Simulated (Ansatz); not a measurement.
A computed series for BeSe: pressure series

Base system: BeSe in the zinc blende structure (space group F-43m, No. 216; a = 5.178 Å).

Cell and atoms are relaxed at each pressure.

Computed with Ansatz (a quantum-chemistry and plane-wave program) PBE, no spin-orbit coupling.

```json
[
 {"variant": "base", "width of the top valence band": "3.20 eV", "density": "4.21 g/cm³", "band gap": "2.67 eV"},
 {"variant": "pressure −2 GPa", "width of the top valence band": "3.07 eV", "density": "4.09 g/cm³", "band gap": "2.73 eV"},
 {"variant": "pressure −1 GPa", "width of the top valence band": "3.14 eV", "density": "4.15 g/cm³", "band gap": "2.70 eV"},
 {"variant": "pressure 3 GPa", "width of the top valence band": "3.37 eV", "density": "4.37 g/cm³", "band gap": "2.59 eV"},
 {"variant": "pressure 7 GPa", "width of the top valence band": "3.59 eV", "density": "4.56 g/cm³", "band gap": "2.50 eV"},
 {"variant": "pressure 15 GPa", "width of the top valence band": "3.96 eV", "density": "4.89 g/cm³", "band gap": "2.32 eV"},
 {"variant": "pressure 30 GPa", "width of the top valence band": "4.55 eV", "density": "5.39 g/cm³", "band gap": "2.03 eV"},
 {"variant": "pressure 50 GPa", "width of the top valence band": "5.20 eV", "density": "5.94 g/cm³", "band gap": "1.70 eV"},
 {"variant": "pressure 75 GPa", "width of the top valence band": "5.88 eV", "density": "6.50 g/cm³", "band gap": "1.36 eV"},
 {"variant": "pressure 100 GPa", "width of the top valence band": "(withheld)", "density": "(withheld)", "band gap": "(withheld)"}
]
```

### Question
Some entries are withheld; estimate them.

### Answer

- pressure 100 GPa, width of the top valence band: 6.48 eV
- pressure 100 GPa, density: 6.98 g/cm³
- pressure 100 GPa, band gap: 1.06 eV

Load acts through the strain it causes; cell and atoms are relaxed under it. Whether these cells are dynamically stable was not tested. No other phases were tried under pressure.
